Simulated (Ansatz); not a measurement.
## Ta: energy against volume

Ta (bcc, Im-3m, 18.048 Å³/atom and stress up to 0.01 GPa in the relaxed cell, cube axes along x, y and z) under hydrostatic pressure, with the cell free. r2SCAN in Ansatz, a plane-wave DFT program (PAW, default set), 500 eV, 20×20×20 Γ-centred mesh, Fermi-Dirac smearing 0.05 eV.

Here V stands for volume and E for E less E0.

| volume (Å³/atom) | E less E0 (meV/atom) | pressure (GPa) |
|---|---|---|
| 18.2285 | 1.21 | -2.00 |
| 18.1369 | 0.32 | -1.00 |
| 18.0478 | 0.00 | 0.00 |
| 17.9706 | 0.18 | 0.88 |
| 17.8669 | 1.11 | 2.10 |
| 17.6706 | 5.09 | 4.50 |
| 17.3282 | 19.36 | 8.99 |
| 16.9129 | 50.22 | 14.99 |
| 16.0345 | ? | ? |

Problem. Using the third-order Birch-Murnaghan form, a cubic in V^(-2/3), estimate the missing E at V = 16.0345 from the other rows, showing the fit.

Solution. With u = V^(-2/3) - 0.1469, the rows have u = -0.0025225, -0.0020368, -0.0015604, -0.0011445, -0.0005811, 0.0005006, 0.0024359, 0.0048707. Least squares gives E = 2.892 + 3777.7·u + 1229006·u² - 1980633·u³. Residuals (row less fit): -0.005, 0.007, 0.003, -0.001, -0.002, -0.001, 0.002, 0.000; standard error 0.005 (degrees of freedom: 4). Its minimum lies at u = -0.0015312, so V0 = (0.1453688)^(-3/2) = 18.04. There d²E/du² = 2476000 and d³E/du³ = -1.188e7, so B0 = (4/9) × 18.04^(-7/3) × 2476000 × 0.160218 = 207 GPa (the last factor turns the table's units into GPa), and B0' = 4 + (2/3) × 0.1453688 × (-1.188e7)/2476000 = 3.5. B0' rests on the cubic coefficient alone and has a standard error of 0.1 from these residuals. At the withheld row, u = 0.0103641, so E = 2.892 + 3777.7 × 0.0103641 + 1229006 × 0.0103641² - 1980633 × 0.0103641³ = 171.853 meV/atom. The calculation gives 171.71 meV/atom, 0.143 meV/atom below the prediction (0.1 % of the range of E in the table). The row lies outside the fitted rows, so this is an extrapolation. The scatter of the fitted rows lies at the last printed digit.

In a metal these values are sensitive to mesh and smearing; energies are taken to zero smearing, stresses follow the free energy. Other structures, which can take over under pressure, weren't tried. The same form fitted to the pressure column gives B0' = 3.7; series where the two differ by over 0.4 aren't shown. Rows are the converged runs of the series near zero and its far end, less any whose ions stayed unrelaxed beside relaxed ones; series whose fitted rows scatter by over a few per cent of the range, as at a crossing or softening among them, aren't shown in this form.
